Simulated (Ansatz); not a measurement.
We consider zinc-blende BeS, described by G0W0@PBE in Ansatz (plane waves, hard PAW, contour deformation).

The cell has the measured lattice parameters. Conventional cell: a = 4.8700 Å, b = 4.8700 Å, c = 4.8700 Å, α = 90.00°, β = 90.00°, γ = 90.00°.

One run with a 12×12×12 mesh, response cutoff 100 eV and 120 empty bands, not extrapolated in mesh or basis; no spin–orbit coupling.

Highest filled and lowest empty level by k point (fractions of the reciprocal vectors of the cell (-0.000 -2.435 2.435) (2.435 -2.435 0.000) (2.435 0.000 2.435) Å; eV from the valence maximum of each method):

```csv
k,PBE filled,PBE empty,QP filled,QP empty
0 0 0,0.00,5.66,0.00,7.24
0 0 0.333,-0.82,5.47,(withheld),(withheld)
0 0.0833 -0.0833,-0.09,5.71,(withheld),(withheld)
0 0.25 0.333,-1.84,4.40,-1.98,5.74
0 0.25 0.417,-1.96,4.57,-2.11,5.90
0 0.417 -0.417,-2.40,3.90,-2.58,5.15
0.0833 0.25 0.417,-1.55,5.21,-1.67,6.61
0.0833 0.333 -0.25,-1.72,5.76,-1.85,7.15
```

**Question.** Estimate the withheld levels to about 0.1 eV.

**Answer.** 
- 0 0 0.333, QP filled: -0.88
- 0 0 0.333, QP empty: 6.89
- 0 0.0833 -0.0833, QP filled: -0.10
- 0 0.0833 -0.0833, QP empty: 7.18

Note: cell and atoms aren't relaxed at this level.

Ansatz is a program for electronic structure.
